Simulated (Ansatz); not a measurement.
Effect of pressure 15 GPa on ZnAu

Consider ZnAu in the CsCl type structure (space group Pm-3m, No. 221; a = 3.129 Å).

Now apply this change: cell and atoms relaxed at a pressure of 15 GPa.

The values are results of PBEsol (Ansatz, a program for electronic structure, PAW, no spin-orbit coupling), not measurements. Settings: 15×15×15 k-points, 0.05 eV Fermi–Dirac smearing.

- Volume per atom: 14.08 Å³ (base 15.31 Å³)
- Density: 15.47 g/cm³ (base 14.23 g/cm³)
- Lattice parameter a: 3.043 Å (base 3.129 Å)
- Shortest interatomic distance: 2.635 Å (base 2.709 Å)
- Enthalpy H = E + PV relative to the base's energy: +1.37 eV/atom
- Band gap: zero (base zero)

Load acts through the strain it causes; cell and atoms are relaxed under it. Stability against distortions was not tested. No other phases were tried under pressure.
